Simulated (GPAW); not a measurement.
Converging shifted k-point meshes: Sr (Fm-3m, 1 atom in the cell)

```
Sr
1.0
    0.00000     3.03088     3.03088
    3.03088     0.00000     3.03088
    3.03088     3.03088     0.00000
Sr
1
Direct
  0.00000   0.00000   0.00000
```

Method: PBE, GPAW PAW datasets PBE (gpaw-data 1.0.1) (plane waves; GPAW).

Base settings: mode = pw; ecut = 600 eV; xc = PBE; kpts = 7 7 7; mesh shift (steps) = 0 0 0; occupations.name = fermi-dirac; occupations.width = 0.1 eV; nbands = -7; convergence.forces = 0.001 eV/Å; symmetry.symmorphic = false.

In this ladder: kpts_shift = 0.5 0.5 0.5.

Only quantities that move along the ladder and can be compared are tabulated.

The count of work is k-points × plane waves × bands × iterations; it is no time. 

The starting cell has typed, rounded lattice constants, without a prior relaxation at this level. Its lattice was rescaled by up to half a per cent.

Steps (kpts): 2 2 2; 3 3 3; 4 4 4; 5 5 5; 6 6 6; 7 7 7; 8 8 8; 9 9 9; 10 10 10; 11 11 11; 12 12 12; 14 14 14; 15 15 15; 17 17 17; 18 18 18; 20 20 20; 23 23 23; 25 25 25; 28 28 28; 31 31 31.

Task: What is the coarsest kpts that holds the free energy within 1 meV/atom of the last step, with all finer ones?

Result: 5 5 5, at 0.0069 of the last step's count of work; the step before is off by 4.4 meV/atom.

Task: What is the coarsest kpts that holds the pressure within 0.05 GPa of the last step, with all finer ones?

Result: 4 4 4, at 0.0036 of the last step's count of work; the step before is off by 0.10 GPa.

```csv
kpts,free energy less the last step's (meV/atom),pressure (GPa),count of work / last
2 2 2,-8.71,0.37,0.00073
3 3 3,36.98,0.02,0.0027
4 4 4,4.38,-0.13,0.0036
5 5 5,-0.31,-0.10,0.0069
6 6 6,-0.17,-0.09,0.010
7 7 7,-0.32,-0.08,0.016
8 8 8,-0.11,-0.08,0.022
9 9 9,-0.01,-0.08,0.031
10 10 10,0.01,-0.08,0.040
11 11 11,0.01,-0.08,0.053
12 12 12,0.00,-0.08,0.066
14 14 14,0.00,-0.08,0.10
15 15 15,0.00,-0.08,0.13
17 17 17,0.00,-0.08,0.18
18 18 18,0.00,-0.08,0.21
20 20 20,0.00,-0.08,0.28
23 23 23,0.00,-0.08,0.42
25 25 25,0.00,-0.08,0.54
28 28 28,0.00,-0.08,0.74
31 31 31,0.00,-0.08,1.0
```
